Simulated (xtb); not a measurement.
xtb 6.7.1, GFN2-xTB: B(Me)2(nPr) (CCCB(C)C), 19 atoms. The geometry is a generated start, not checked to be a minimum at this level.

```json
{
  "method": "GFN2-xTB",
  "--acc": "1 (default)",
  "--etemp (K)": "300 (default)",
  "detailed input (--input)": "none: ANC optimiser, Lindh (1995) Hessian, microcycle=20, maxdispl=1.0, hlow=0.01 (default)",
  "basis_functions": "37",
  "valence_electrons": "36"
}
```

```xyz
19

B      0.3861     1.0258     0.3812
C      1.4063     2.1348    -0.0978
H      2.4346     1.8100     0.0650
H      1.2851     3.0942     0.3986
H      1.3193     2.3057    -1.1707
C     -0.6283     1.3758     1.5354
H     -1.3526     0.6005     1.7700
H     -1.1813     2.2868     1.3097
H     -0.0723     1.5911     2.4498
C      0.4654    -0.4122    -0.2858
C     -0.8454    -1.2022    -0.3767
C     -0.6530    -2.5594    -1.0439
H      1.1713    -1.0088     0.3068
H      0.9052    -0.3610    -1.2855
H     -1.2516    -1.3554     0.6245
H     -1.5753    -0.6217    -0.9457
H     -0.2593    -2.4403    -2.0517
H     -1.5999    -3.0932    -1.1087
H      0.0454    -3.1704    -0.4747
```

The structure is relaxed from this start with --opt LEVEL for the levels crude, sloppy, loose, lax, normal, tight, vtight, extreme, once each. Up to the end of the extreme run atoms move by at most 0.88 Å along an axis.

What is the loosest level that ends within 1 meV of the extreme run, and how many cycles does it take?

vtight: 98 cycles against 111, ending 0.041 meV above.

```csv
level,cycles,energy above the extreme run (meV),gradient norm (eV/Å)
crude,1,36,0.11
sloppy,1,36,0.11
loose,1,36,0.11
lax,1,36,0.11
normal,23,22,0.027
tight,24,22,0.014
vtight,98,0.041,0.0017
extreme,111,—,0.0020
```
